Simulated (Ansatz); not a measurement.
The reference is BaTiO3 (space group P4mm, No. 99; a = 3.955 Å, c = 4.044 Å). Axes: x, y, z lie along a, b, c of the conventional cell.

All numbers come from PBEsol, PAW, 420 eV (Ansatz, a first-principles code; without spin-orbit coupling).

Base values:

The band gap comes out as 1.85 eV and the shortest interatomic distance comes out as 1.840 Å.

Now apply this change: compressive biaxial strain of 1.40 % in the plane normal to [001], as in epitaxy on a mismatched substrate; the out-of-plane cell vector and the atoms relax.

Task: How does this affect the band gap?

Result: The band gap rises by 0.03 eV to 1.88 eV.

Task: What does the calculation give for the shortest interatomic distance after the change?

Result: The shortest interatomic distance shrinks by 0.013 Å to 1.827 Å.

Task: What does the calculation give for the in-plane stress after the change?

Result: The mean in-plane stress (compression positive) is +4.3 GPa.

Task: What happens to the out-of-plane strain?

Result: The out-of-plane strain comes out as +2.07 %.

Stability against distortions was not tested. All final runs are without spin polarisation.
